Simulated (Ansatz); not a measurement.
Start from TiB2 (space group P6/mmm, No. 191; a = 3.017 Å, c = 3.185 Å). Axes: x lies along a and z along c of the hexagonal cell.

Computed with Kohn–Sham DFT with the PBEsol functional, run in Ansatz (an electronic-structure program) with PAW and 420 eV plane waves, scalar-relativistic without spin-orbit coupling, earlier PAW set.

Base values:

- Pressure = 0.0 GPa
- Volume per atom = 8.37 Å³

One thing is altered: biaxial strain +2.11 %, plane normal [001], relaxed out of plane (Cartesian); in-plane vectors clamped, the third vector and the atoms free.

**Question.** Estimate the effect on the pressure.

**Answer.** The pressure (mean of the normal stresses, compression positive) goes from zero to -9.0 GPa.

**Question.** How does this affect the volume per atom?

**Answer.** The volume per atom increases by 0.27 Å³, from 8.37 Å³ to 8.64 Å³.

A case with no gap was solved on a k-mesh chosen for an insulator, which is coarse for it. Whether these cells are dynamically stable was not tested. All final runs are without spin polarisation.
